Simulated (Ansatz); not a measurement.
Results of LDA (Ansatz, a program for electronic structure, PAW) for ZnS (P3m1, No. 156, 36 atoms in the cell; start mp-557175; a measured phase of this formula has another space group).

Numerical settings: plane-wave cutoff 520 eV, 12×12×1 k mesh (along the axes of the cell as run), Fermi–Dirac smearing 0.01 eV, scalar-relativistic PAW data made under PBE.

Cell (relaxed at this level):

```cif
data_S18Zn18
_chemical_formula_sum 'Zn18 S18'
_space_group_name_H-M_alt 'P 1'
_space_group_IT_number 1
_cell_length_a 3.74338
_cell_length_b 3.74338
_cell_length_c 55.09368
_cell_angle_alpha 90.000
_cell_angle_beta 90.000
_cell_angle_gamma 120.000
loop_
_space_group_symop_operation_xyz
  'x, y, z'
loop_
_atom_site_label
_atom_site_type_symbol
_atom_site_fract_x
_atom_site_fract_y
_atom_site_fract_z
_atom_site_occupancy
Zn1 Zn 0.00000 0.00000 0.16668 1
Zn2 Zn 0.33333 0.66667 0.72219 1
Zn3 Zn 0.66667 0.33333 0.27772 1
Zn4 Zn 0.00000 0.00000 0.44446 1
Zn5 Zn 0.33333 0.66667 0.55555 1
Zn6 Zn 0.00000 0.00000 0.66668 1
Zn7 Zn 0.33333 0.66667 0.05564 1
Zn8 Zn 0.66667 0.33333 0.61119 1
Zn9 Zn 0.66667 0.33333 0.11116 1
Zn10 Zn 0.33333 0.66667 0.22220 1
Zn11 Zn 0.66667 0.33333 0.77779 1
Zn12 Zn 0.66667 0.33333 0.94451 1
Zn13 Zn 0.33333 0.66667 0.38883 1
Zn14 Zn 0.00000 0.00000 0.33323 1
Zn15 Zn 0.33333 0.66667 0.83342 1
Zn16 Zn 0.00000 0.00000 0.00015 1
Zn17 Zn 0.66667 0.33333 0.49996 1
Zn18 Zn 0.00000 0.00000 0.88892 1
S1 S 0.66667 0.33333 0.98622 1
S2 S 0.33333 0.66667 0.43054 1
S3 S 0.00000 0.00000 0.04175 1
S4 S 0.66667 0.33333 0.65279 1
S5 S 0.66667 0.33333 0.15279 1
S6 S 0.33333 0.66667 0.09727 1
S7 S 0.33333 0.66667 0.76381 1
S8 S 0.00000 0.00000 0.70830 1
S9 S 0.66667 0.33333 0.81950 1
S10 S 0.00000 0.00000 0.37485 1
S11 S 0.66667 0.33333 0.31934 1
S12 S 0.00000 0.00000 0.93053 1
S13 S 0.00000 0.00000 0.48607 1
S14 S 0.33333 0.66667 0.26382 1
S15 S 0.66667 0.33333 0.54157 1
S16 S 0.00000 0.00000 0.20831 1
S17 S 0.33333 0.66667 0.87503 1
S18 S 0.33333 0.66667 0.59726 1
```

Q: What does this level give for the band gap?

A: 
* **band gap**: 2.14 eV (direct)

Cost on a shared machine: about 18 core-minutes (a rough figure).

A start named mp-… is a Materials Project structure, which need not be a measured phase.
